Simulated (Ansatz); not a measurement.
Base system: GaP in the zinc blende structure (space group F-43m, No. 216; a = 5.438 Å).

Levels (all Ansatz, a first-principles code, PAW): PBEsol (420 eV, no SOC); r2SCAN (500 eV, scalar-relativistic without spin-orbit coupling); HSE06 (420 eV, no SOC).

At the geometry relaxed with PBEsol, these levels gave the following band gaps, in shuffled order: (a) 2.24 eV, (b) 1.83 eV, (c) 1.45 eV.

Match each gap to its level.

(a) HSE06; (b) r2SCAN; (c) PBEsol.

Single points use the geometry relaxed with PBEsol. HSE06 gaps are upper bounds (no full band path). Stability against distortions was not tested.
